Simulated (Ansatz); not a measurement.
# A computed series for TiS2: thickness series

The parent structure is TiS₂ in the CdI2 type structure (space group P-3m1, No. 164; a = 3.361 Å, c = 5.522 Å; layered, stacked along the Cartesian z axis).

Free-standing slabs (3 atom(s) a layer) normal to the stacking axis with 15 Å of vacuum; in-plane cell relaxed.

All numbers come from PBE-D3(BJ)/PAW in Ansatz (a program for electronic structure), scalar-relativistic without spin-orbit coupling.

Notes on the quantities. excess energy per area of both faces: slab less bulk energy over the cell's area: twice a surface energy; uncertain by up to 0.1 J/m².

| case | excess energy per area of both faces | in-plane lattice parameter a | thickness between the outermost nuclei |
|---|---|---|---|
| base | – | 3.361 Å | – |
| 1 layer | (withheld) | (withheld) | (withheld) |
| 2 layers | 0.6 J/m² | 3.366 Å | 8.44 Å |
| 3 layers | 0.6 J/m² | 3.363 Å | 13.99 Å |

Question: What belongs in the blanks?

Answer: 
- 1 layer, excess energy per area of both faces: 0.53 J/m²
- 1 layer, in-plane lattice parameter a: 3.372 Å
- 1 layer, thickness between the outermost nuclei: 2.86 Å

Slab and bulk use different k-meshes, which limits the precision of the excess energy. No phonon test of stability was made. The base started in P3m1 and relaxed to P-3m1 at this level. The final runs are not spin-polarised.
